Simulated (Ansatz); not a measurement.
PdIn (Pm-3m), PBEsol, DFPT electron-phonon coupling, linearised Boltzmann equation (Ansatz, a first-principles code). Phonon-limited resistivity 13.0 μΩ·cm at 300 K, current-weighted mean free path 7.7 nm, Drude plasma energy 7.68 eV.

Q: What Drude relaxation time do resistivity and plasma energy imply?

A: ω_p = 1.17e16 s⁻¹, so τ = 1/(ε₀ ω_p² ρ) = 6.38 fs, a damping ħ/τ of 103 meV.

Q: What is the classical skin depth at 10 GHz (nonmagnetic, μ₀ = 1.257×10⁻⁶ H/m)?

A: δ = √(ρ/(π f μ₀)) = 1810 nm.

Q: Estimate the resistivity of a 20 nm square wire with diffuse walls from ρ ≈ ρ₀(1 + 3ℓ/4d).

A: 1 + 0.75 × 7.7/20 = 1.29, so ρ ≈ 16.8 μΩ·cm and a line 1 μm long has 419 Ω. The formula is the free-electron limit for d well above ℓ; grain boundaries add to it.

A metal at this level (no band gap). Only scattering by harmonic phonons is included (no impurities, grain boundaries, electron-electron scattering or thermal expansion). Spin-orbit coupling is left out. The run warned that the eigensolver left some states short of its tolerance. Halving the electron mesh (28x28x28) moves the resistivity by up to 6 % at 300 K, the mean free path by up to 4 %. Smearing 0.20 eV; phonons on a 4x4x4 q mesh, which this run doesn't test.

Computed structure with no diffraction record at hand here (it may be known, metastable or hypothetical): PdIn (Pm-3m).
